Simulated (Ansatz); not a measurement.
# K2Se, pressure series

Consider K2Se in the anti-fluorite structure (space group Fm-3m, No. 225; a = 7.610 Å).

Cell and atoms are relaxed at each pressure.

The values are results of PBEsol (Ansatz, an electronic-structure program), spin-orbit coupling left out, not measurements.

Candidates:
(a) pressure 10 GPa
(b) pressure −1 GPa
(c) pressure 7.5 GPa

For the base:

- Band gap: 2.11 eV

**Question.** Order them by band gap, lowest first.

**Answer.** (b) pressure −1 GPa (1.97 eV), (c) pressure 7.5 GPa (2.63 eV), (a) pressure 10 GPa (2.73 eV)

Load acts through the strain it causes; cell and atoms are relaxed under it. Stability against distortions was not tested. No other phases were tried under pressure.
